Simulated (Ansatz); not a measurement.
Density of states of MgO (Fm-3m) above the conduction band minimum, Ansatz (a program for electronic structure) with r2SCAN, rigid bands; cell volume 18.7 Å³.

| energy from edge (eV) | 10⁻³ states/eV/cell |
|---|---|
| 0.006 | 2.03 |
| 0.031 | 5.00 |
| 0.056 | 6.90 |
| 0.081 | 8.22 |
| 0.106 | 9.46 |
| 0.131 | 10.7 |
| 0.156 | 11.9 |
| 0.181 | 13.0 |
| 0.206 | 14.0 |
| 0.231 | 15.1 |
| 0.256 | 15.8 |
| 0.281 | 16.8 |
| 0.319 | 18.3 |
| 0.344 | 19.2 |
| 0.369 | 20.2 |
| 0.394 | 21.1 |
| 0.419 | 22.1 |
| 0.444 | 23.1 |
| 0.469 | 23.9 |
| 0.494 | 24.8 |
| 0.519 | 25.9 |
| 0.544 | 26.6 |
| 0.569 | 27.3 |
| 0.594 | 28.4 |

**Question.** What effective density of states at 300 K does this give (∫ g(E) exp(−E/k_BT) dE, both spins, divided by the cell's size)?

**Answer.** 5.6e18 cm⁻³, a density-of-states mass of 0.37 mₑ, valleys and band degeneracy included.

Spin-orbit coupling is left out. Geometry: cell and atoms relaxed with PBEsol.
